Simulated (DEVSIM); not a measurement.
Device: abrupt Si p-n junction, at 400 K.

Layer 1 from the left is Si, thickness (μm) 0.520, Na (cm⁻³) 1.7e18, τn (s) 3e-7, τp (s) 3e-7. Layer 2 from the left is Si, thickness (μm) 1.50, Nd (cm⁻³) 1.2e17, τn (s) 3e-7, τp (s) 3e-7.

Left contact: ohmic. Right contact: ohmic. Voltage is applied to the left contact. Recombination: SRH at mid-gap. Mobility is constant in doping.

This is a model device: material constants are rounded textbook-type values typed into the input, and sizes, dopings and lifetimes were drawn at random. Values at 300 K; Nc and Nv go as T^1.5, mobilities as T to minus their exponent, the gap by Varshni's rule with the affinity fixed.

Si: gap (eV) 1.124, affinity (eV) 4.05, permittivity 11.7, Nc (cm⁻³) 2.86e19, Nv (cm⁻³) 3.1e19, μn (cm²/Vs) 1417, μp (cm²/Vs) 470, T exponent of μn 2.3, T exponent of μp 2.2, Varshni α (eV/K) 0.000473, Varshni β (K) 636.

Q: Estimate by hand the built-in potential, the peak field at zero bias, and compare with a numerical solution.

A: 
- Built-in potential: ni = √(Nc Nv) exp(−Eg/2kT) = 5.68e12 cm⁻³ with Eg = 1.096 eV; Vbi = kT/q ln(Na Nd/ni²) = 0.778 V; numerical 0.778 V.
- Peak field at zero bias: depletion approximation: W = √(2εVbi/(qN)) = 0.0947 μm with N = 1.12e17 cm⁻³; field = 2Vbi/W = 164000 V/cm; numerical 162000 V/cm (estimate above by 1.2 %).

Simulated with DEVSIM: 1D drift-diffusion, Boltzmann statistics, complete ionisation; no tunnelling, impact ionisation, image-force lowering or self-heating.
